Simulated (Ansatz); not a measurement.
Au under a change: pressure 15 GPa

Base system: Au in the fcc (Cu type) structure (space group Fm-3m, No. 225; a = 4.157 Å).

Modification: cell and atoms relaxed at a pressure of 15 GPa.

Computed with plane-wave PAW DFT at the PBE level (Ansatz, a quantum-chemistry and plane-wave program, 420 eV), without spin-orbit coupling. k-mesh 19×19×19 (Γ-centred); smearing 0.05 eV (Fermi–Dirac).

- Volume per atom = 16.51 Å³ (base 17.96 Å³)
- Density = 19.81 g/cm³ (base 18.21 g/cm³)
- Lattice parameter a = 4.042 Å (base 4.157 Å)
- Shortest interatomic distance = 2.858 Å (base 2.940 Å)
- Enthalpy H = E + PV relative to the base's energy = +1.61 eV/atom
- Band gap = zero (base zero)

Load acts through the strain it causes; cell and atoms are relaxed under it. Whether these cells are dynamically stable was not tested. Competing high-pressure phases were not computed.
